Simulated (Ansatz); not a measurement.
Crystal: CaSe (Fm-3m, rock salt, not sure to be the ambient phase, 2 atoms a cell, 26.2 Å³ an atom); both levels run on this one cell.

Complex bands along the normal of (111) by Ansatz (plane waves, PAW, no spin-orbit coupling). r2SCAN gives a gap of 2.52 eV and a slowest mid-gap decay of 0.217 1/Å.

Problem. What does PBE give on the same cell, and what does that do to the current through 2 nm?

Solution. Gap 2.06 eV, κ = 0.188 1/Å. The mid-gap transmission through 2 nm changes by exp(2 × 20 × (0.217 − 0.188)) = a factor of 3.2 against r2SCAN.

Ansatz is an electronic-structure program.
